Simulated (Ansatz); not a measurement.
## Fluorite PbF₂ (high-temperature phase)

Method: BLYP in Ansatz (plane waves, PAW).

Settings: plane-wave cutoff 520 eV, 10×10×10 k mesh, Fermi–Dirac smearing 0.01 eV, scalar-relativistic PAW data made under PBE.

Cell: measured lattice: a = b = c = 5.931 Å, α = β = γ = 90.00°.

```json
{
 "band_gap": "4.51 eV",
 "smallest_direct_gap_on_the_k_points_sampled": "4.66 eV",
 "direct gap at Γ": "8.76 eV"
}
```

Note: cell and atoms aren't relaxed at this level (pressure 4.8 GPa).

Spin–orbit coupling is not included; with these elements it can move the gap by several tenths of an eV or more.

The computed numbers hold no vibrational or temperature effects.

Ansatz is a quantum-chemistry and plane-wave program.
